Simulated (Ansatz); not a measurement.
## Mo, pressure series

Start from Mo in the bcc (W type) structure (space group Im-3m, No. 229; a = 3.1114 Å).

Cell and atoms are relaxed at each pressure.

All numbers come from DFT with LDA, PAW potentials and a 420 eV plane-wave cutoff in Ansatz (a first-principles code), no spin-orbit coupling.

Notes on the quantities. enthalpy: H = E + PV relative to the base's energy.

```tsv
change	enthalpy	lattice parameter a
base	–	3.111 Å
pressure −2 GPa	-0.19 eV/atom	3.119 Å
pressure −1 GPa	-0.09 eV/atom	3.115 Å
pressure 0.9 GPa	+0.08 eV/atom	3.108 Å
pressure 2.1 GPa	+0.20 eV/atom	3.104 Å
pressure 4.5 GPa	+0.42 eV/atom	3.096 Å
pressure 9 GPa	+0.83 eV/atom	3.082 Å
pressure 15 GPa	+1.38 eV/atom	3.064 Å
pressure 22.5 GPa	+2.04 eV/atom	3.043 Å
pressure 30 GPa	+2.70 eV/atom	3.024 Å
```

Load acts through the strain it causes; cell and atoms are relaxed under it. Whether these cells are dynamically stable was not tested. No other phases were tried under pressure. The final runs are not spin-polarised.
